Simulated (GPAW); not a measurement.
GPAW run on RePt (R-3m, 2 atoms in the cell): self-consistent single point.

Method of the run: LDA (Perdew-Wang 92), GPAW PAW datasets LDA (gpaw-data 1.0.1) (plane waves; GPAW).

The change in words: lattice scaled by 0.98. Reference geometry:
```xyz
2
Lattice="1.3862 0.8003 4.5727 -1.3862 0.8003 4.5727 0.0000 -1.6006 4.5727" Properties=species:S:1:pos:R:3 pbc="T T T"
Re     0.0000     0.0000     6.8591
Pt     0.0000     0.0000     0.0000
```

Reference input (self-consistent single point, DFT LDA (Perdew-Wang 92), plane waves, GPAW PAW datasets LDA (gpaw-data 1.0.1)): mode = pw; ecut = 600 eV; xc = LDA; kpts = 15 15 15; mesh shift (steps) = 0 0 0; occupations.name = fermi-dirac; occupations.width = 0.136 eV; nbands = -6; convergence.density = 1e-05 e/electron; symmetry.symmorphic = false; symmetry.tolerance = 0.0005; maxiter = 120. This run's input differs from it in these lines:

```diff
@@ -5,5 +5,5 @@
 atoms = Atoms(['Re', 'Pt'],
-              cell=[[1.386190, 0.800317, 4.572727],
-                    [-1.386190, 0.800317, 4.572727],
-                    [0.000000, -1.600634, 4.572727]],
+              cell=[[1.358466, 0.784311, 4.481272],
+                    [-1.358466, 0.784311, 4.481272],
+                    [0.000000, -1.568621, 4.481272]],
               scaled_positions=[[0.500000, 0.500000, 0.500000],
```

The program printed (abridged):

```
     iter     time        total  log10-change:
                         energy   eigst   dens
iter:   1 --:--:--   -23.288951
iter:   2 --:--:--   -22.161309   -1.06  -1.26
iter:   3 --:--:--   -21.505585   -1.58  -1.36
iter:   4 --:--:--   -21.187951   -2.02  -1.48
iter:   5 --:--:--   -21.017419   -1.67  -1.67
iter:   6 --:--:--   -21.012356   -2.54  -2.19
iter:   7 --:--:--   -20.998938   -2.86  -2.23
iter:   8 --:--:--   -20.998650c  -3.66  -2.76
iter:   9 --:--:--   -20.998931c  -4.39  -2.87
iter:  10 --:--:--   -20.998308c  -4.51  -2.84
iter:  11 --:--:--   -20.998437c  -4.73  -3.02
iter:  12 --:--:--   -20.998448c  -5.49  -3.23
   [... 11 lines left out ...]
iter:  24 --:--:--   -20.998623c  -6.26  -4.06
iter:  25 --:--:--   -20.998634c  -6.73  -4.26
iter:  26 --:--:--   -20.998632c  -7.36  -4.30
iter:  27 --:--:--   -20.998624c  -7.35  -4.35
iter:  28 --:--:--   -20.998626c  -7.48c -4.78
iter:  29 --:--:--   -20.998625c  -8.54c -4.77
iter:  30 --:--:--   -20.998625c  -8.70c -5.19c
Converged after 30 iterations.

Dipole moment: (-0.000000, -0.000000, 0.000000) |e|*Ang

Energy contributions relative to reference atoms: (reference = -953523.179388)

Kinetic:         +1.252973
Potential:       -3.641486
External:        +0.000000
XC:             -17.981168
Entropy (-ST):   -0.094658
Local:           -0.581616
SIC:             +0.000000
--------------------------
Free energy:    -21.045954
Extrapolated:   -20.998625

Showing only first 2 kpts
 Kpt  Band  Eigenvalues  Occupancy
  0    12     10.92861    2.00000
  0    13     13.49437    1.98775
  0    14     13.54877    1.98179
  0    15     13.54879    1.98178

  1    12     11.02304    2.00000
  1    13     12.44207    1.99999
  1    14     13.39527    1.99407
  1    15     13.85743    1.83668

Fermi level: 14.18655

No gap
No difference between direct/indirect transitions
Energy (eV): -20.998625

Forces in eV/Ang:
  0 Re    0.00000   -0.00000    0.00000
  1 Pt    0.00000   -0.00000    0.00000

Stress tensor:
    -0.000002     0.000000     0.000000
    -0.000000    -0.000002     0.000000
     0.000000     0.000000    -0.004396
Stress (GPa, Voigt): [-3.000e-04 -3.000e-04 -7.044e-01  0.000e+00  0.000e+00  0.000e+00]
```

The run converged in 30 iterations. GPAW prints stress with tension positive. Against the reference run the free energy goes down by 54.8 meV/atom and the pressure goes from -18.82 to 0.23 GPa.

The starting cell comes from a database of computed structures (which also holds hypothetical and non-ambient phases and stackings), without a prior relaxation at this level. For this run, on top of that: lattice scaled by 0.98. Spin polarisation is off.

Cost on one core of a shared machine: roughly 9 min.
